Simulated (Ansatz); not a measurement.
# NiSi$_{2}$ under load (space group Fm-3m): band-structure transport figures

Here is the system:

```xyz
3
Lattice="0.0000 2.6848 2.6848 2.6848 0.0000 2.6848 2.6848 2.6848 0.0000" Properties=species:S:1:pos:R:3 pbc="T T T"
Si     1.3424     1.3424     1.3424
Si     4.0272     4.0272     4.0272
Ni     0.0000     0.0000     0.0000
```

Calculation: PBEsol, rigid bands (plane waves, PAW, scalar-relativistic; Ansatz, a quantum-chemistry and plane-wave program). Condition of this run: hydrostatic pressure 2 GPa (the target of the relaxation). How the cell was made: cell and atoms relaxed with PBEsol, then loaded as said.

```json
{
  "density of states at the Fermi level": "0.859 states/(eV·cell), both spins",
  "bare Sommerfeld coefficient": "0.67 mJ/(mol of atoms·K²)",
  "drude_plasma_energy": "5.5 eV",
  "root-mean-square Fermi velocity": "7.2e5 m/s",
  "resistivity times τ": "16.2 ×10⁻²² Ω·m·s"
}
```

A metal at this level (no band gap); rigid bands, thermally averaged at 300 K, both spins. Spin-orbit coupling is left out. τ is one relaxation time for all states.

Treated as nonmagnetic (a ferromagnetic start lost its moment, other orders weren't tried): NiSi2 under load (space group Fm-3m).
